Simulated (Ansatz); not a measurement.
Cubic perovskite CsSnI3 (cubic high-temperature phase), treated with r²SCAN-D4 in Ansatz (plane waves, PAW).

Run with plane-wave cutoff 500 eV, 6×6×6 k mesh, gaussian smearing 0.02 eV, scalar-relativistic PAW data made under PBE.

Computed at the level's own relaxed cell.

Question: What does this level give for the equilibrium volume per atom, equilibrium lattice constant a and band gap?

Answer: 
equilibrium volume per atom: 47.48 Å³/atom
equilibrium lattice constant a: 6.192 Å
band gap: 0.39 eV (on the SCF k mesh)

Note: the relaxation could not lower the start's symmetry, so the cell can be a saddle point above a distorted one.

Spin–orbit coupling is not included; with these elements it can move the gap by several tenths of an eV or more.

Computing time: very roughly 2.8 core-minutes.

Ansatz is an electronic-structure program.
